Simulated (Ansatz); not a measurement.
Reference: ZnSe (F-43m), r2SCAN with spin-orbit coupling, rigid bands (plane waves, PAW; Ansatz, a first-principles code); axes and stresses refer to this cell.

```xyz
2
Lattice="0.0000 2.8167 2.8167 2.8167 0.0000 2.8167 2.8167 2.8167 0.0000" Properties=species:S:1:pos:R:3 pbc="T T T"
Zn     0.0000     0.0000     0.0000
Se     1.4083     1.4083     1.4083
```

The electron conductivity mass is 0.135 mₑ. The Seebeck coefficient, p-type 1e19 cm⁻³ is 301 μV/K and the band gap comes out as 1.82 eV.

### Question
After one change the values are electron conductivity mass 0.135 mₑ; Seebeck coefficient, p-type 1e19 cm⁻³ 201 μV/K; band gap 1.66 eV. Name the change that produced these shifts.
A) uniaxial stress along [110] of -2.4 GPa (compression positive)
B) uniaxial stress along [110] of 2.4 GPa (compression positive)
C) uniaxial stress along [001] of 4 GPa (compression positive)

### Answer
C, uniaxial stress along [001] of 4 GPa (compression positive)

Masses are for dilute carriers at 300 K, harmonic means over directions unless an axis is named. Seebeck coefficients are for the stated density at 300 K, with one relaxation time for all states and whether or not that doping can be reached. Stresses and pressures are the targets of the relaxation.  The structure type is held under load, also where the real crystal would transform.
